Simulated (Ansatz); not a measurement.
Start from CdSe in the wurtzite structure (space group P6_3mc, No. 186).

```xyz
4
Lattice="4.3400 0.0000 0.0000 -2.1700 3.7585 0.0000 0.0000 0.0000 7.0780" Properties=species:S:1:pos:R:3 pbc="T T T"
Cd     2.1700     1.2528     0.0040
Cd     0.0000     2.5057     3.5430
Se     2.1700     1.2528     4.4212
Se     0.0000     2.5057     0.8822
```

Cartesian axes are those of the cell as printed.

Method: r2SCAN (Ansatz, a first-principles code; PAW; 500 eV plane waves; no spin-orbit coupling).

Base values:

```
Quantity                          Value
-----------------------------  --------
Width of the top valence band   1.67 eV
Volume per atom                28.86 Å³
```

Modification: biaxial strain −2.15 %, plane normal [001], relaxed out of plane (Cartesian); in-plane vectors clamped, the third vector and the atoms free.

Question: What happens to the in-plane stress, width of the top valence band and volume per atom?

Answer: The mean in-plane stress (compression positive) is +1.8 GPa; the width of the top valence band grows by 0.12 eV to 1.79 eV; the volume per atom drops by 0.687 Å³, from 28.86 Å³ to 28.18 Å³.

The levels and masses belong to the bands next to the band gap. No phonon test of stability was made.
